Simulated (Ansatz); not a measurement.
This Ansatz (a quantum-chemistry and plane-wave program) input is the reference run, TlBr in the rock salt structure (space group Fm-3m, No. 225; a cell from a computed database, its experimental status unchecked), computed with PBEsol/PAW in Ansatz, no SOC, earlier PAW set:

Ansatz 0.2 input:
```yaml
crystal:
  lattice:
    - [0, 3.2798196085, 3.2798196085]
    - [3.2798196085, 0, 3.2798196085]
    - [3.2798196085, 3.2798196085, 0]
  atoms:
    - { symbol: Tl, position: [0, 0, 0] }
    - { symbol: Br, position: [0.5, 0.5, 0.5] }
basis: { ecutwfc: 420, ecutrho_ratio: 4, xc_grid: 2, fft_grid_basis: typed }
kpoints: { mp_grid: { grid: [9, 9, 9] } }
hamiltonian:
  xc: pbesol
  dispersion: none
  pseudopotentials: { azcp: { folder: ./paw }, kind: paw }
scf: { occupations: { method: fermi_dirac, width: 0.05 }, convergence: { dr2_threshold: 0.0000000002 } }
output: { forces: true, stress: true }
checkpoint: { write: state.ck, write_every: 1000 }
```

Q: Write the input for this change: a negative pressure, −1 GPa.

A: 
Ansatz 0.2 input:
```yaml
crystal:
  lattice:
    - [0, 3.2798196085, 3.2798196085]
    - [3.2798196085, 0, 3.2798196085]
    - [3.2798196085, 3.2798196085, 0]
  atoms:
    - { symbol: Tl, position: [0, 0, 0] }
    - { symbol: Br, position: [0.5, 0.5, 0.5] }
basis: { ecutwfc: 420, ecutrho_ratio: 4, xc_grid: 2, fft_grid_basis: typed }
kpoints: { mp_grid: { grid: [9, 9, 9] } }
hamiltonian:
  xc: pbesol
  dispersion: none
  pseudopotentials: { azcp: { folder: ./paw }, kind: paw }
scf: { occupations: { method: fermi_dirac, width: 0.05 } }
relax: { f_tol: 0.01, max_steps: 60, cell: { stress_tol: 0.02, p_target: -1.0 } }
output: { forces: true, stress: true }
checkpoint: { write: state.ck, write_every: 1000 }
```
This is the input that was run.

Load acts through the strain it causes; cell and atoms are relaxed under it. Whether these cells are dynamically stable was not tested. This is not the structure that TlBr has at room temperature and ambient pressure.
